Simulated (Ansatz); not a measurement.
Functionals compared on the (21-31) surface of hcp Sc in its 1x1 cell, outermost plane spacing 0.18 Å in the ideal cut, in Ansatz (plane waves, PAW). The structure was relaxed with PBE; the other rows are single points on it, each with its references at the same level. Cutoff 420 eV (500 eV for r2SCAN).

Model: 20-atom slab, 9.7 Å thick at the start (thin: gaps and levels are the slab's own), 7x5x1 mesh, Fermi-Dirac 0.1 eV, dipole correction, all atoms relaxed; symmetry of the start imposed; no spin, no spin-orbit, no U. These notes are the PBE run's.

| functional | surface energy (J/m²) | work function of the top face (eV) | rough cost of the single point |
|---|---|---|---|
| PBE | 1.32 | 3.10 | – |
| LDA | … | … | about 8 core-minutes (a rough figure) |
| PBEsol | 1.44 | 3.14 | roughly 6 core-minutes |
| RPBE | 1.21 | 2.99 | roughly 7 core-minutes |
| r2SCAN | 1.40 | 3.10 | roughly 12 core-minutes |

Q: Some entries are withheld; supply them.

A: 
- LDA, surface energy (J/m²): 1.50
- LDA, work function of the top face (eV): 3.27

Ansatz is a quantum-chemistry and plane-wave program.
